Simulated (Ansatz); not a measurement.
Base system: LaCoO$_{3}$ (space group R-3c, No. 167; a = 5.404 Å, c = 12.932 Å (hexagonal axes); ferromagnetic).

Computed with plane-wave PAW DFT at the PBEsol level (Ansatz, a program for electronic structure, 420 eV), no SOC.

Base values:

* **Magnetic state**: ferromagnetic
* **Lattice parameter a**: 5.404 Å
* **c/a ratio**: 2.393

It is then changed as follows: a hydrostatic pressure of 0.3 GPa.

### Question
Predict the new magnetic state, lattice parameter a and c/a ratio.

### Answer
The magnetic state is still ferromagnetic; the lattice parameter a decreases by 0.003 Å (5.404 Å → 5.401 Å); the c/a ratio remains 2.393.

Load acts through the strain it causes; cell and atoms are relaxed under it. Stability against distortions was not tested. No Hubbard U is applied and the magnetic state is the run's own (LaCoO3 ferromagnetic); small cells can't hold the antiferromagnetic order that many such compounds have, so gaps and moments can be off.
